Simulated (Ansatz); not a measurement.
# A computed series for KF: response to strain

Start from KF in the rock salt structure (space group Fm-3m, No. 225; a = 5.421 Å).

Strains are applied to the cell and any free atomic positions relax.

The values are results of PBE (Ansatz, a first-principles code; PAW; 420 eV plane waves; no spin-orbit coupling), not measurements.

Candidates:
(a) isotropic strain +2.50 %
(b) isotropic strain +1.00 %
(c) isotropic strain +0.50 %
(d) isotropic strain −2.50 %
(e) isotropic strain −3.00 %

Base values:

| Quantity | Result |
|---|---|
| Band gap | 5.96 eV |

**Question.** Order them by band gap, lowest first.

**Answer.** (a) isotropic strain +2.50 % (5.61 eV), (b) isotropic strain +1.00 % (5.81 eV), (c) isotropic strain +0.50 % (5.89 eV), (d) isotropic strain −2.50 % (6.36 eV), (e) isotropic strain −3.00 % (6.44 eV)

Stability against distortions was not tested.
